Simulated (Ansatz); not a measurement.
Base system: MgO in the rock salt structure (space group Fm-3m, No. 225).

```yaml
crystal:
  lattice:
    - [0.00000, 2.10707, 2.10707]
    - [2.10707, 0.00000, 2.10707]
    - [2.10707, 2.10707, 0.00000]
  atoms:
    - { symbol: Mg, position: [0.00000, 0.00000, 0.00000] }
    - { symbol: O, position: [0.50000, 0.50000, 0.50000] }
```

Levels (all Ansatz, a program for electronic structure, PAW): PBEsol (420 eV, spin-orbit coupling left out); HSE06 (420 eV, scalar-relativistic without spin-orbit coupling).

Its gap is 4.62 eV with PBEsol and 6.47 eV with HSE06.

It is then changed as follows: a hydrostatic pressure of 3 GPa.

With PBEsol the gap becomes 4.80 eV.

Problem. If the HSE06 correction stayed the same, what would the HSE06 gap be, and what does the HSE06 run give?

Solution. A rigid correction of +1.85 eV gives 6.65 eV. The HSE06 run gives 6.66 eV, so the two effects roughly add.

Single points use the geometry relaxed with PBEsol. Load acts through the strain it causes; cell and atoms are relaxed under it. Whether these cells are dynamically stable was not tested. The base started in Pnma and relaxed to Fm-3m at this level.
